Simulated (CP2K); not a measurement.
CP2K run on P (Cmce, 4 atoms in the cell): self-consistent single point.

Computed with PBE, GPW, DZVP-MOLOPT-SR-GTH basis, GTH-PBE potentials (GTH_POTENTIALS) in CP2K 2026.2.

The change in words: lattice scaled by 0.98. Reference geometry:
```xyz
4
Lattice="5.7075 0.0000 0.0000 -4.7563 3.1549 0.0000 0.0000 0.0000 4.5432" Properties=species:S:1:pos:R:3 pbc="T T T"
P     -0.5274     1.8799     4.1397
P      1.4787     1.2750     0.4035
P     -3.7532     2.8525     1.8681
P      4.7044     0.3024     2.6751
```

Reference input (self-consistent single point, DFT PBE, GPW, DZVP-MOLOPT-SR-GTH basis, GTH-PBE potentials (GTH_POTENTIALS)): CUTOFF = 400 Ry; REL_CUTOFF = 50 Ry; SMEAR/METHOD = GAUSSIAN; SIGMA = 0.136 eV; KPOINTS/SCHEME = MONKHORST-PACK 8 8 6; GAMMA_CENTERED = T; XC_FUNCTIONAL = PBE; P/BASIS_SET = DZVP-MOLOPT-SR-GTH; P/POTENTIAL = GTH-PBE-q5; METHOD = GPW; EPS_DEFAULT = 1e-10; NGRIDS = 5. This run's input differs from it in these lines:

```diff
@@ -63,5 +63,5 @@
     &CELL
-      A 5.70746900 0.00000000 0.00000000
-      B -4.75625200 3.15488000 0.00000000
-      C 0.00000000 0.00000000 4.54318600
+      A 5.59331900 0.00000000 0.00000000
+      B -4.66112800 3.09178100 0.00000000
+      C 0.00000000 0.00000000 4.45232200
       PERIODIC XYZ
@@ -69,6 +69,6 @@
     &COORD
-      P       -0.52744380     1.87986680     4.13966022
-      P        1.47866080     1.27501320     0.40352578
-      P       -3.75319970     2.85245320     1.86806722
-      P        4.70441670     0.30242680     2.67511878
+      P       -0.51689579     1.84226863     4.05686676
+      P        1.44908679     1.24951237     0.39545524
+      P       -3.67813671     2.79540287     1.83070576
+      P        4.61032771     0.29637813     2.62161624
     &END COORD
```

Output (repeated stretches shortened):

```
 SCF WAVEFUNCTION OPTIMIZATION

  Step     Update method      Time    Convergence         Total energy    Change
     1 NoMix/Diag. 0.30E+00      -     0.52995882       -26.7378097669 -2.67E+01
     2 Broy./Diag. 0.30E+00      -     0.00873731       -26.2025713185  5.35E-01
     3 Broy./Diag. 0.30E+00      -     0.01829514       -26.3095112590 -1.07E-01
     4 Broy./Diag. 0.30E+00      -     0.00141095       -26.3708338650 -6.13E-02
     5 Broy./Diag. 0.30E+00      -     0.00048976       -26.3616910026  9.14E-03
     6 Broy./Diag. 0.30E+00      -     0.00057733       -26.3535796358  8.11E-03
     7 Broy./Diag. 0.30E+00      -     0.00003974       -26.3512410250  2.34E-03
     8 Broy./Diag. 0.30E+00      -     0.00002431       -26.3512385779  2.45E-06
     9 Broy./Diag. 0.30E+00      -     0.00000563       -26.3514144869 -1.76E-04
    10 Broy./Diag. 0.30E+00      -     0.00000074       -26.3514570693 -4.26E-05
  *** SCF run converged in    10 steps ***

  Overlap energy of the core charge distribution:               0.00000000056282
  Self energy of the core charge distribution:                -65.60343994741353
  Core Hamiltonian energy:                                     14.43097086111638
  Hartree energy:                                              31.62772309417247
  Exchange-correlation energy:                                 -6.80668879467434
  Smearing free energy correction:                             -0.00002228371524
  Fermi energy:                                                 0.23730826581270

  Total energy:                                               -26.35145706934034
  Total energy (extrapolated to sigma->0):                    -26.35144592748273

   [... lines left out ...]

 STRESS| Analytical stress tensor [bar]
 STRESS|                        x                   y                   z
 STRESS|      x        6.57493219046E+04   7.47749368080E+03  -7.30386316437E-02
 STRESS|      y        7.47749368080E+03   8.82949636938E+04  -9.57887815512E-02
 STRESS|      z       -7.30386316437E-02  -9.57887815512E-02   7.68872032415E+04
 STRESS| 1/3 Trace                                             7.69771629466E+04
```

The run converged in 10 iterations. Against the reference run the free energy goes up by 36.5 meV/atom, the pressure goes from 2.30 to 7.70 GPa and the largest force goes from 0.380 to 0.937 eV/Å.

The starting cell comes from a database of computed structures (which also holds hypothetical and non-ambient phases and stackings), without a prior relaxation at this level. Its lattice was rescaled by a random factor within 2.5 % of one. For this run, on top of that: lattice scaled by 0.98. Values carry the incompleteness of an atom-centred basis. With a pressure of about 8 GPa the cell is away from its equilibrium volume at this level.
